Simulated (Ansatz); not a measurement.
An Ansatz (a program for electronic structure) input (Ansatz LDA, without spin-orbit coupling):

Ansatz 0.2 input:
```yaml
crystal:
  lattice:
    - [0, 3.0204161408, 3.111028625]
    - [3.0204161408, 0, 3.111028625]
    - [3.0204161408, 3.0204161408, 0]
  atoms:
    - { symbol: Pb, position: [0, 0, 0] }
    - { symbol: Se, position: [0.5, 0.5, 0.5] }
basis: { ecutwfc: 420, ecutrho_ratio: 4, xc_grid: 2, fft_grid_basis: typed }
kpoints: { mp_grid: { grid: [10, 10, 10] } }
hamiltonian:
  xc: lda
  dispersion: none
  pseudopotentials: { kind: paw }
scf: { occupations: { method: fermi_dirac, width: 0.05 }, convergence: { dr2_threshold: 0.0000000002 } }
relax: { f_tol: 0.005, max_steps: 50 }
output: { forces: true, stress: true }
checkpoint: { write: state.ck, write_every: 1000 }
```

Which symmetry and how many k-points will the program report, and about how many plane waves at Γ?

Space group I4/mmm (ITA 139) with 16 operations, k-points 102 of 1000, and 1091 plane waves at Γ.

And the final pressure?

-1.47 GPa (compression positive).

The cells carry an imposed strain or load. No phonon test of stability was made. The cell was made from PbSe in the rock salt structure (space group Fm-3m, No. 225) by this change: uniaxial strain ε_zz = +3.00 %.
